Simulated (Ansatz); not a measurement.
These are PBE (plane waves to 420 eV, PAW; Ansatz, a quantum-chemistry and plane-wave program) values and carry that method's errors.

Electrostatic potential energy of an electron, averaged over planes parallel to the surface, in eV from the Fermi level, for a constructed model of the (111) surface of fcc Pt, (√3x√3)R30° surface alloy, Sn on one Pt site of the top plane (bottom of the slab: a bare face, its two planes held):

(z (Å), V (eV)): (3.72, 5.67); (4.01, 5.67); (4.30, 5.67); (4.58, 5.67); (4.87, 5.66); (5.16, 5.65); (5.44, 5.62); (5.73, 5.56); (6.02, 5.42); (6.30, 5.10); (6.59, 4.36); (6.88, 2.67); (7.16, -1.71); (7.45, -10.89); (7.73, -19.77); (8.02, -23.33); (8.31, -19.70); (8.59, -10.92); (8.88, -2.38); (9.17, 0.16); (9.45, -2.83); (9.74, -11.57); (10.03, -20.16); (10.31, -23.57); (10.60, -19.98); (10.89, -11.31); (11.17, -2.78); (11.46, -0.15); (11.74, -3.18); (12.03, -11.95); (12.32, -20.41); (12.60, -23.57); (12.89, -19.80); (13.18, -11.03); (13.46, -2.58); (13.75, -0.08); (14.04, -3.17); (14.32, -11.98); (14.61, -20.43); (14.90, -23.55); (15.18, -19.71); (15.47, -10.90); (15.76, -2.45); (16.04, 0.09); (16.33, -2.70); (16.61, -11.30); (16.90, -19.98); (17.19, -23.56); (17.47, -20.13); (17.76, -11.52); (18.05, -2.88); (18.33, 0.05); (18.62, -2.12); (18.91, -9.35); (19.19, -15.93); (19.48, -17.45); (19.77, -14.63); (20.05, -9.52); (20.34, -3.81); (20.62, 0.34); (20.91, 2.79); (21.20, 3.88); (21.48, 4.39); (21.77, 4.62); (22.06, 4.73); (22.34, 4.78); (22.63, 4.80); (22.92, 4.81); (23.20, 4.82); (23.49, 4.82); (23.78, 4.82); (24.06, 4.82)

Set-up: 18 atoms, 11.5 Å thick at the start; mesh 9x9x1; 0.1 eV smearing; dipole correction on; 6 atoms held, the rest relaxed; symmetry of the start imposed; no spin, no spin-orbit, no U. It is one candidate, not shown to be the stable structure of the face.

Problem. The surface cell has an area of 20.47 Å². What dipole along the normal does the step between the two vacuum levels imply?

Solution. the top vacuum level lies 0.85 eV below the bottom one; p = −ε₀ A ΔV (ε₀ = 0.005526 e/(V·Å)) gives 0.10 e·Å a cell.
